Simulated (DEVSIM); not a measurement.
Structure: abrupt Si n-p junction, at 250 K.

Layer 1 from the left is Si, thickness (μm) 96.0, Nd (cm⁻³) 7.8e17, τn (s) 4.4e-7, τp (s) 4.4e-7. Layer 2 from the left is Si, thickness (μm) 260, Na (cm⁻³) 6e15, τn (s) 4.4e-7, τp (s) 4.4e-7.

Left contact: ohmic. Right contact: ohmic. Voltage is applied to the left contact. Recombination: SRH at mid-gap, Auger. Mobility is constant in doping.

Constants are typed, rounded textbook-type inputs, not results; the design itself was drawn at random and stands for no fabricated device. Values at 300 K; Nc and Nv go as T^1.5, mobilities as T to minus their exponent, the gap by Varshni's rule with the affinity fixed.

Si: gap (eV) 1.124, affinity (eV) 4.05, permittivity 11.7, Nc (cm⁻³) 2.86e19, Nv (cm⁻³) 3.1e19, μn (cm²/Vs) 1417, μp (cm²/Vs) 470, T exponent of μn 2.3, T exponent of μp 2.2, Cn (cm⁶/s) 2.8e-31, Cp (cm⁶/s) 9.9e-32, Varshni α (eV/K) 0.000473, Varshni β (K) 636.

Model (solved in DEVSIM): 1D drift-diffusion, Boltzmann statistics, complete ionisation; no tunnelling, impact ionisation, image-force lowering or self-heating.

Dark forward current:

| |V| (V) | |J| (A/cm²) |
|---|---|
| 0.05 | 9.476e-11 |
| 0.10 | 3.873e-10 |
| 0.15 | 1.355e-9 |
| 0.20 | 4.601e-9 |
| 0.25 | 1.564e-8 |
| 0.30 | 5.417e-8 |
| 0.35 | 1.977e-7 |
| 0.40 | 8.150e-7 |
| 0.45 | 4.211e-6 |
| 0.50 | 2.879e-5 |
| 0.55 | 0.0002438 |
| 0.60 | 0.002299 |
| 0.65 | 0.02209 |
| 0.70 | 0.1762 |
| 0.75 | 0.7596 |
| 0.80 | 1.819 |
| 0.85 | 3.240 |
| 0.90 | 4.993 |
| 0.95 | 7.104 |
| 1.00 | 9.620 |
| 1.05 | 12.59 |
| 1.10 | 16.09 |
| 1.15 | 20.17 |
| 1.20 | 24.91 |
| 1.25 | 30.36 |
| 1.30 | 36.61 |

Work out the local ideality factor n = ΔV / (kT/q · ln(J2/J1)) between the rows 0.10 and 0.15 V, 0.60 and 0.65 V, 1.25 and 1.30 V.

kT/q = 21.54 mV. From 0.10 to 0.15 V: ln(1.355e-9/3.873e-10) = 1.252, n = 1.85, near the 2 of recombination in the depletion region. From 0.60 to 0.65 V: ln(0.02209/0.002299) = 2.263, n = 1.03, near the 1 of diffusion or emission over a barrier. From 1.25 to 1.30 V: ln(36.61/30.36) = 0.187, n = 12.40.

Estimate the current at 0.60 V from the Shockley equation with J0 = Σ q ni² D/(N L) coth(W/L), τ joining the SRH, radiative and Auger lifetimes that are on, and W taken as the whole layer.

ni² = 6.36e15 cm⁻⁶; holes in the n layer: μ = 702 cm²/Vs, D = 15.1 cm²/s, τ = 4.09e-7 s, L = 24.9 μm, W/L = 3.9, term 7.95e-18 A/cm²; electrons in the p layer: μ = 2160 cm²/Vs, D = 46.4 cm²/s, τ = 4.40e-7 s, L = 45.2 μm, W/L = 5.8, term 1.74e-15 A/cm². J0 = 1.75e-15 A/cm², and J = J0 exp(qV/kT) = 0.00219 A/cm². The simulation gives 0.00230 A/cm²; the estimate lies 4.6 % below. The estimate leaves out recombination in the depletion region and that region's share of W.
